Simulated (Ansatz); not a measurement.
Consider In2O3 (space group P-3m1, No. 164; a = 3.4191 Å, c = 6.0937 Å; a hypothetical phase, not in the database extracts checked).

Levels (all Ansatz, a program for electronic structure, PAW): PBEsol (420 eV, no SOC); r2SCAN (500 eV, spin-orbit coupling left out).

Its gap is 0.70 eV with PBEsol and 1.31 eV with r2SCAN.

One thing is altered: an isotropic linear strain of −5.95 %; the atoms relax in the strained cell.

With PBEsol the gap becomes 1.69 eV.

Problem. If the r2SCAN correction stayed the same, what would the r2SCAN gap be, and what does the r2SCAN run give?

Solution. A rigid correction of +0.61 eV gives 2.30 eV. The r2SCAN run gives 2.32 eV, so the two effects roughly add.

Single points use the geometry relaxed with PBEsol. No phonon test of stability was made. The base started in P3m1 and relaxed to P-3m1 at this level.
